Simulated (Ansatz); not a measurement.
The parent structure is PdGe in the rock salt structure (space group Fm-3m, No. 225; a = 5.1661 Å; a hypothetical phase, not in the database extracts checked). Axes: x, y, z lie along the cube axes.

Structures relaxed with r2SCAN (Ansatz, an electronic-structure program, PAW, without spin-orbit coupling).

Base:

Simulated powder pattern, Cu Kα1, λ = 1.54056 Å (kinematic, ideal powder, no thermal factors, no anomalous dispersion; the 14 strongest lines at most, above 2 %, up to 2θ = 90°):

```csv
2θ (°),I/Imax (%),hkl
29.93,7.1,(111)
34.70,100,(200)
49.89,69,(220)
59.28,2.4,(311)
62.20,23,(222)
73.23,10,(400)
83.64,29,(420)
```

After one change:

Simulated powder pattern, Cu Kα1, λ = 1.54056 Å (kinematic, ideal powder, no thermal factors, no anomalous dispersion; the 14 strongest lines at most, above 2 %, up to 2θ = 90°):

| 2θ (°) | I/Imax (%) |
|---|---|
| 30.52 | 7.1 |
| 35.39 | 100 |
| 50.92 | 68 |
| 60.54 | 2.4 |
| 63.53 | 23 |
| 74.88 | 10 |
| 85.63 | 30 |

### Question
Name the change that was made.
A) biaxial strain −0.49 %, plane normal [111], relaxed out of plane
B) uniaxial strain ε_xx = +4.61 %
C) isotropic strain −1.89 %
D) uniaxial strain ε_zz = −0.40 %

### Answer
C, isotropic strain −1.89 %. Its volume per atom is 16.28 Å³ against 17.23 Å³, and its space group is Fm-3m (No. 225).

Stability against distortions was not tested. The final runs are not spin-polarised.
